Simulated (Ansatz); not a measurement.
An Ansatz (an electronic-structure program) input (r2SCAN/PAW in Ansatz, no SOC, earlier PAW set):

Ansatz 0.2 input:
```yaml
crystal:
  lattice:
    - [0, 2.8327828386, 2.8327828386]
    - [2.8327828386, 0, 2.8327828386]
    - [2.8327828386, 2.8327828386, 0]
  atoms:
    - { symbol: As, position: [0.75, 0.75, 0.75] }
    - { symbol: Ga, position: [0, 0, 0] }
basis: { ecutwfc: 500, ecutrho_ratio: 4, xc_grid: 4, fft_grid_basis: typed }
kpoints: { mp_grid: { grid: [10, 10, 10] } }
hamiltonian:
  xc: r2scan
  dispersion: none
  pseudopotentials: { azcp: { folder: ./paw }, kind: paw }
scf: { occupations: { method: fermi_dirac, width: 0.05 }, convergence: { dr2_threshold: 0.0000000002 } }
output: { forces: true, stress: true }
checkpoint: { write: state.ck, write_every: 1000 }
```

Problem. Which symmetry and how many k-points will the program report, and about how many plane waves at Γ?

Solution. Space group F-43m (ITA 216) with 24 operations, k-points 47 of 1000, and 1139 plane waves at Γ.

Stability against distortions was not tested. The cell was made from InAs by this change: In → Ga.
